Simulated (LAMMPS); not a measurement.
Molecular dynamics of Ni (fcc) with 25 % of Ni sites Pt, 4000 atoms, at 1260 K and 0 GPa, heated as the crystal.

Method: classical MD, pair style eam, the elements' _u3.eam files (universal-3 set of Foiles, Baskes and Daw), run in LAMMPS.

```csv
r (Å),"g(r), Ni-Pt","g(r), Ni-Ni","g(r), Pt-Pt"
2.020,0.000,0.000,0.000
2.060,0.002,0.004,0.000
2.100,0.008,0.022,0.000
2.140,0.031,0.073,0.000
2.180,0.076,0.181,0.003
2.220,0.196,0.444,0.016
2.260,0.404,0.835,0.032
2.300,0.777,1.39,0.110
2.340,1.27,1.95,0.210
2.380,1.86,2.65,0.460
2.420,2.48,3.19,0.683
2.460,3.12,3.65,1.09
2.500,3.52,3.67,1.51
2.540,3.75,3.75,2.12
2.580,3.81,3.60,2.73
2.620,3.59,3.34,3.10
2.660,3.39,2.98,3.55
2.700,3.00,2.59,3.55
2.740,2.59,2.26,3.49
2.780,2.18,1.87,3.39
2.820,1.80,1.51,3.00
2.860,1.44,1.22,2.66
2.900,1.11,0.975,2.22
2.940,0.913,0.782,1.83
2.980,0.662,0.609,1.47
3.020,0.541,0.472,1.13
3.060,0.428,0.379,0.805
3.100,0.349,0.310,0.696
3.140,0.279,0.261,0.562
3.180,0.264,0.232,0.508
3.220,0.256,0.227,0.462
3.260,0.273,0.238,0.397
3.300,0.282,0.259,0.411
3.340,0.319,0.291,0.410
3.380,0.353,0.346,0.414
3.420,0.412,0.396,0.456
3.460,0.445,0.458,0.456
3.500,0.497,0.508,0.488
3.540,0.540,0.560,0.511
3.580,0.603,0.613,0.543
3.620,0.632,0.661,0.607
3.660,0.636,0.685,0.614
3.700,0.640,0.708,0.631
3.740,0.666,0.706,0.614
3.780,0.637,0.656,0.616
3.820,0.616,0.630,0.555
3.860,0.585,0.601,0.582
3.900,0.561,0.580,0.563
3.940,0.528,0.520,0.528
3.980,0.529,0.514,0.510
4.020,0.525,0.521,0.530
4.060,0.561,0.548,0.569
4.100,0.612,0.613,0.625
4.140,0.708,0.730,0.705
4.180,0.796,0.858,0.782
4.220,0.940,1.02,0.957
4.260,1.10,1.19,1.04
4.300,1.30,1.39,1.21
4.340,1.44,1.56,1.28
4.380,1.60,1.73,1.44
4.420,1.74,1.86,1.62
4.460,1.86,1.94,1.66
4.500,1.90,1.96,1.69
4.540,1.90,1.96,1.74
4.580,1.85,1.88,1.77
4.620,1.76,1.77,1.70
4.660,1.66,1.64,1.60
4.700,1.53,1.48,1.51
4.740,1.39,1.33,1.36
4.780,1.27,1.20,1.34
4.820,1.14,1.05,1.14
4.860,1.04,0.967,1.05
4.900,0.969,0.904,0.960
4.940,0.878,0.845,0.941
4.980,0.838,0.817,0.930
5.020,0.816,0.802,0.851
5.060,0.824,0.803,0.829
5.100,0.813,0.815,0.789
5.140,0.844,0.832,0.818
5.180,0.839,0.826,0.837
5.220,0.848,0.819,0.852
5.260,0.835,0.812,0.871
5.300,0.840,0.809,0.882
5.340,0.842,0.789,0.850
5.380,0.823,0.772,0.918
5.420,0.830,0.784,0.894
5.460,0.837,0.785,0.927
5.500,0.855,0.817,0.895
5.540,0.878,0.830,0.935
5.580,0.894,0.875,0.937
5.620,0.938,0.923,0.966
5.660,0.982,0.971,0.988
5.700,1.01,1.03,1.05
5.740,1.07,1.07,1.08
5.780,1.08,1.11,1.07
5.820,1.09,1.13,1.06
5.860,1.09,1.15,1.05
5.900,1.07,1.11,1.02
5.940,1.04,1.09,1.02
5.980,1.01,1.03,0.976
6.020,0.943,0.965,0.931
6.060,0.897,0.914,0.844
```

Read from the full data:
- state found: crystal; no diffusion seen in 30 ps
- first peak of g(r), Ni-Pt: 2.57 Å, height 3.8
- coordination number of Ni by Pt: 3.03 (counted to 3.22 Å)
- coordination number of Pt by Ni: 9.1 (counted to 3.22 Å)
- first peak of g(r), Ni-Ni: 2.52 Å, height 3.7

Caution: the random arrangement on this lattice is imposed, and need not be a phase that exists in equilibrium. Caution: a run this short can hold a crystal over, or a liquid under, the potential's melting point.
